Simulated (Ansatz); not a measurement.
# Quick settings and what they miss: Cs2AgBiBr6 (Fm-3m, 10 atoms in the cell)

Self-consistent single point.

```xyz
10
Lattice="0.0000 5.7355 5.7355 5.7355 0.0000 5.7355 5.7355 5.7355 0.0000" Properties=species:S:1:pos:R:3 pbc="T T T"
Cs     8.6033     8.6033     8.6033
Cs     2.8678     2.8678     2.8678
Ag     5.7355     5.7355     5.7355
Bi     0.0000     0.0000     0.0000
Br     2.8771     5.7355     5.7355
Br     8.5940     5.7355     5.7355
Br     5.7355     2.8771     5.7355
Br     5.7355     8.5940     5.7355
Br     5.7355     5.7355     2.8771
Br     5.7355     5.7355     8.5940
```

Method of the run: PBEsol, PAW files made with PBE (plane waves; Ansatz, a program for electronic structure).

Base settings: basis.ecutwfc = 420 eV; kpoints.mp_grid.grid = 4 4 4; hamiltonian.xc = pbesol; hamiltonian.pseudopotentials = {kind: paw} (the program's default PAW files); scf.occupations.method = fixed.

Tight run (finer mesh or higher cutoff; not a proven limit): basis.ecutwfc: 420 eV → 590 eV; kpoints.mp_grid.grid: 4 4 4 → 6 6 6; scf.convergence.dr2_threshold: default (1e-07 eV) → 1e-09 eV. It gave top of the valence band (on the code's own zero) 3.51 eV; gap on the k-point mesh 1.25 eV; pressure -1.54 GPa; largest force (vector length) 0.066 eV/Å.

Quick runs, as changes from the base:
- A: the base itself
- B: basis.ecutwfc: 420 eV → 335 eV; kpoints.mp_grid.grid: 4 4 4 → 6 6 6; scf.occupations.method: fixed → gaussian; scf.occupations.width: default → 0.2 eV

The count of work is k-points × plane waves × bands × iterations; it is no time. 

Pressures in the table are Ansatz's without its Pulay estimate, at a fixed set of plane waves; the tight run's value above holds the estimate.

The starting cell comes from a database of computed structures (which also holds hypothetical and non-ambient phases and stackings), without a prior relaxation at this level. Its lattice was rescaled by a random factor within 2.5 % of one. Spin-orbit coupling is off.

| run | energy less tight (meV/atom) | pressure less tight (GPa) | count of work / tight |
|---|---|---|---|
| A | 0.7 | -0.01 | 0.25 |
| B | 5.0 | -0.23 | 0.35 |

Among the runs at the tight run's level, the energy misses run from 0.7 to 5.0 meV/atom.

Left out of this page: 2 runs of the series with a known weakness of the program; 2 runs of the series unsound by tests on forces, stress, charge or solver warnings.

Keys are those of Ansatz 0.2.
